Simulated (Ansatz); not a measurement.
## TaN, response to strain

Consider TaN (space group P6/mmm, No. 191; a = 5.2017 Å, c = 2.9061 Å). Axes: x lies along a and z along c of the hexagonal cell.

Strains are applied to the cell and any free atomic positions relax; under biaxial strain the out-of-plane vector relaxes too.

The values are results of PBEsol (Ansatz, a program for electronic structure; PAW; 420 eV plane waves; spin-orbit coupling left out), not measurements.

Notes on the quantities. pressure: mean of the normal stresses, compression positive.

| variant | volume per atom | pressure | space group |
|---|---|---|---|
| base | 11.35 Å³ | 0.0 GPa | P6/mmm (No. 191) |
| biaxial strain −0.46 %, plane normal [001], relaxed out of plane | 11.28 Å³ | 1.5 GPa | P6/mmm (No. 191) |
| biaxial strain +2.33 %, plane normal [001], relaxed out of plane | 11.74 Å³ | -7.3 GPa | P6/mmm (No. 191) |
| biaxial strain +4.55 %, plane normal [001], relaxed out of plane | 12.14 Å³ | -13.5 GPa | P6/mmm (No. 191) |
| uniaxial strain ε_xx = −4.43 % | 10.85 Å³ | 14.2 GPa | Cmmm (No. 65) |

Without a gap, meshes like the base's 10×10×16 leave anisotropic stresses uncertain by several tenths of a GPa, and small strain energies with them. No phonon test of stability was made. All final runs are without spin polarisation. This is not the structure that TaN has at room temperature and ambient pressure.
